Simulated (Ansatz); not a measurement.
Consider K2NaScF6 (space group Fm-3m, No. 225; a = 8.460 Å).

Calculations: plane-wave PAW DFT at the PBEsol level (Ansatz, a quantum-chemistry and plane-wave program, 420 eV), no spin-orbit coupling.

For the base:

```
Item                Value
---------------  --------
Band gap          6.89 eV
Volume per atom  15.14 Å³
```

Now apply this change: I takes the place of F on all its sites; the structure is relaxed again.

Tabulated Pauling electronegativity and covalent radius: F 3.98, 0.57 Å; I 2.66, 1.39 Å.

### Question
How does this affect the band gap?

### Answer
The band gap decreases by 4.704 eV to 2.18 eV.

### Question
What does the calculation give for the volume per atom after the change?

### Answer
The volume per atom grows by 25.57 Å³, from 15.14 Å³ to 40.71 Å³.

With I present, leaving out spin-orbit coupling can change the band edges. Stability against distortions was not tested. For K2NaScI6 in this form, whether it has been made was not checked. All final runs are without spin polarisation.
